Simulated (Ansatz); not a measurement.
# Ag, pressure series

Base system: Ag in the fcc (Cu type) structure (space group Fm-3m, No. 225; a = 4.149 Å).

Cell and atoms are relaxed at each pressure.

The values are results of PBE (Ansatz, a quantum-chemistry and plane-wave program; PAW; 420 eV plane waves; no spin-orbit coupling), not measurements.

| P (GPa) | V (Å³/atom) |
|---|---|
| -2.00 | 18.278 |
| -1.00 | 18.055 |
| 0.89 | 17.680 |
| 2.10 | 17.463 |
| 4.51 | 17.081 |
| 9.01 | 16.485 |
| 15.00 | 15.857 |
| 22.52 | 15.238 |
| 30.02 | 14.739 |

A third-order Birch–Murnaghan fit to these points gives V₀ = 17.85 Å³/atom, B₀ = 90 GPa and B₀′ = 5.8. At pressure 30 GPa the volume is 82.6 % of V₀.

Measured bulk modulus of Ag: 110 GPa (static lattice; corrected from measurement; as listed in H. Levämäki et al., Physical Review B (2014)); the computed value is 18 % below it.

Load acts through the strain it causes; cell and atoms are relaxed under it. No phonon test of stability was made. Competing high-pressure phases were not computed.
